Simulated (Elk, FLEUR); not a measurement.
An Elk input for a self-consistent single point of CaTiS₂ (P-3m1, 4 atoms in the cell) (DFT, PBEsol, all-electron FP-LAPW, Elk's shipped species files, APW+lo basis with extra local orbitals):

```
tasks
  0

xctype
  22

rgkmax
  8.0

gmaxvr
  16.0

nxlo
  2

lorbcnd
  .true.

rmtscf
  0.98

lmaxi
  2

stype
  3

swidth
  0.00367493

avec
    6.8883164601   -0.0000000404    0.0000000000
   -3.4441581950    5.9654570640    0.0000000000
    0.0000000000    0.0000000000   12.3616434442

atoms
  3   : nspecies
  'Ca.in'   : spfname
  1   : natoms; atposl, bfcmt below
  0.0000000000  0.0000000000  0.5000000000    0.0 0.0 0.0
  'Ti.in'   : spfname
  1   : natoms; atposl, bfcmt below
  0.0000000000  0.0000000000  0.0000000000    0.0 0.0 0.0
  'S.in'   : spfname
  2   : natoms; atposl, bfcmt below
  0.3333333333  0.6666666667  0.7803400000    0.0 0.0 0.0
  0.6666666667  0.3333333333  0.2196600000    0.0 0.0 0.0

ngridk
  7 7 4
```

Q: Give the FLEUR input for the same structure, mesh, smearing and functional.

A: This is the input that was run; spellings and numerical settings could be chosen otherwise.

Input of the input generator:

```
scf CaTiS2
&input film=f /
6.8883164601 -0.0000000404 0.0000000000
-3.4441581950 5.9654570640 0.0000000000
0.0000000000 0.0000000000 12.3616434442
1.0
1.0 1.0 1.0

4
20 0.0000000000 0.0000000000 0.5000000000
22 0.0000000000 0.0000000000 0.0000000000
16 0.3333333333 0.6666666667 0.7803400000
16 0.6666666667 0.3333333333 0.2196600000

&comp jspins=1 /
&exco xctyp='PBEs' /
&kpt div1=7 div2=7 div3=4 gamma=t /
&end /
```

```xml
<?xml version="1.0" encoding="UTF-8" standalone="no"?>
<fleurInput fleurInputVersion="0.39">
   <comment>
      scf CaTiS2                                                                                          
   </comment>
   <calculationSetup>
      <cutoffs Kmax="4.5" Gmax="13.5" GmaxXC="13.5" numbands="0"/>
      <scfLoop itmax="100" minDistance="0.00001" maxIterBroyd="15" imix="Anderson" alpha="0.05" precondParam="0.0" spinf="2.0"/>
      <coreElectrons ctail="T" frcor="F" kcrel="0" coretail_lmax="0"/>
      <xcFunctional name="PBEs" relativisticCorrections="F"/>
      <magnetism jspins="1"/>
      <soc l_soc="F" theta="0.0" phi="0.0" spav="F"/>
      <expertModes spex="0" secvar="F"/>
      <geometryOptimization l_f="T" forcealpha="1.0" forcemix="BFGS" epsdisp="0.00001" epsforce="0.00001"/>
      <ldaU l_linMix="F" mixParam="0.05" spinf="1.0"/>
   </calculationSetup>
   <cell>
      <bzIntegration valenceElectrons="34.0" mode="hist" fermiSmearingEnergy="0.00367493">
         <kPointListSelection listName="default-1"/>
         <!-- k-points included here -->
         <xi:include xmlns:xi="http://www.w3.org/2001/XInclude" href="kpts.xml"> </xi:include>
      </bzIntegration>
      <!-- symmetry operations included here -->
      <xi:include xmlns:xi="http://www.w3.org/2001/XInclude" href="sym.xml"> </xi:include>
      <bulkLattice scale="1.0">
         <bravaisMatrix>
            <row-1>    6.8883164601000004    -0.0000000404000000     0.0000000000000000</row-1>
            <row-2>   -3.4441581950000000     5.9654570639999998     0.0000000000000000</row-2>
            <row-3>    0.0000000000000000     0.0000000000000000    12.3616434442000003</row-3>
         </bravaisMatrix>
      </bulkLattice>
   </cell>
   <atomSpecies>
      <species name="Calcium (Ca)" element="Ca" atomicNumber="20">
         <mtSphere radius="2.68" gridPoints="925" logIncrement="0.013"/>
         <atomicCutoffs lmax="10" lnonsphr="8"/>
         <electronConfig flipSpins="F">
            <coreConfig>(1s1/2) (2s1/2) (2p1/2) (2p3/2)</coreConfig>
            <valenceConfig>(3s1/2) (3p1/2) (3p3/2) (4s1/2)</valenceConfig>
         </electronConfig>
         <energyParameters s="4" p="4" d="3" f="4"/>
         <lo type="SCLO" l="0" n="3" eDeriv="0"/>
         <lo type="SCLO" l="1" n="3" eDeriv="0"/>
      </species>
      <species name="Titanium (Ti)" element="Ti" atomicNumber="22">
         <mtSphere radius="2.68" gridPoints="925" logIncrement="0.013"/>
         <atomicCutoffs lmax="10" lnonsphr="8"/>
         <electronConfig flipSpins="F">
            <coreConfig>(1s1/2) (2s1/2) (2p1/2) (2p3/2)</coreConfig>
            <valenceConfig>(3s1/2) (3p1/2) (3p3/2) (4s1/2) (3d3/2) (3d5/2)</valenceConfig>
            <stateOccupation state="(3d3/2)" spinUp="0.4" spinDown="0.4"/>
            <stateOccupation state="(3d5/2)" spinUp="0.6" spinDown="0.6"/>
         </electronConfig>
         <energyParameters s="4" p="4" d="3" f="4"/>
         <lo type="SCLO" l="0" n="3" eDeriv="0"/>
         <lo type="SCLO" l="1" n="3" eDeriv="0"/>
      </species>
      <species name="Sulfur (S)" element="S" atomicNumber="16">
         <mtSphere radius="1.77" gridPoints="613" logIncrement="0.019"/>
         <atomicCutoffs lmax="8" lnonsphr="6"/>
         <electronConfig flipSpins="F">
            <coreConfig>(1s1/2) (2s1/2) (2p1/2) (2p3/2)</coreConfig>
            <valenceConfig>(3s1/2) (3p1/2) (3p3/2)</valenceConfig>
            <stateOccupation state="(3p1/2)" spinUp="0.6666666666667" spinDown="0.6666666666667"/>
            <stateOccupation state="(3p3/2)" spinUp="1.3333333333333" spinDown="1.3333333333333"/>
         </electronConfig>
         <energyParameters s="3" p="3" d="3" f="4"/>
      </species>
   </atomSpecies>
   <atomGroups>
      <atomGroup species="Calcium (Ca)">
         <relPos label="                   1">.0000000000 .0000000000 1.000/2.000</relPos>
         <force calculate="T" relaxXYZ="TTT"/>
      </atomGroup>
      <atomGroup species="Titanium (Ti)">
         <relPos label="                   2">.0000000000 .0000000000 .0000000000</relPos>
         <force calculate="T" relaxXYZ="TTT"/>
      </atomGroup>
      <atomGroup species="Sulfur (S)">
         <relPos label="                   3">1.000/3.000 -1.000/3.000 -.2196600000</relPos>
         <relPos label="                   4">-1.000/3.000 1.000/3.000 .2196600000</relPos>
         <force calculate="T" relaxXYZ="TTT"/>
      </atomGroup>
   </atomGroups>
   <output dos="F" band="F" slice="F">
      <checks vchk="F" cdinf="F"/>
      <bandDOS minEnergy="-.5*Htr" maxEnergy="0.5*Htr" sigma="0.015" storeEVData="T"/>
      <vacuumDOS vacdos="F" integ="F" star="F" nstars="0" locx1="0.0" locy1="0.0" locx2="0.0" locy2="0.0" nstm="0" tworkf="0.0"/>
      <unfoldingBand unfoldBand="F" supercellX="1" supercellY="1" supercellZ="1"/>
      <plotting iplot="0" polar="F">
         <plot TwoD="T" vec1="  1.0  0.0  0.0" vec2="  0.0  1.0  0.0" vec3="  0.0  0.0  1.0" zero="  0.0  0.0  0.0" file="plot"/>
      </plotting>
      <chargeDensitySlicing numkpt="0" minEigenval="0.0" maxEigenval="0.0" nnne="0" pallst="F"/>
      <specialOutput eonly="F"/>
      <magneticCircularDichroism mcd="F" energyLo="-10.0" energyUp="0.0"/>
   </output>
  <!-- We include the file relax.xml here to enable relaxations (see documentation) -->
  <xi:include xmlns:xi="http://www.w3.org/2001/XInclude" href="relax.xml"> <xi:fallback/> </xi:include>
</fleurInput>
```

Basis, cutoffs, solver keys and any potentials are the target program's own. This input uses DFT, PBEsol, all-electron FLAPW (FLEUR), scalar-relativistic valence.

The starting cell comes from a database of computed structures (which also holds hypothetical and non-ambient phases and stackings), without a prior relaxation at this level.
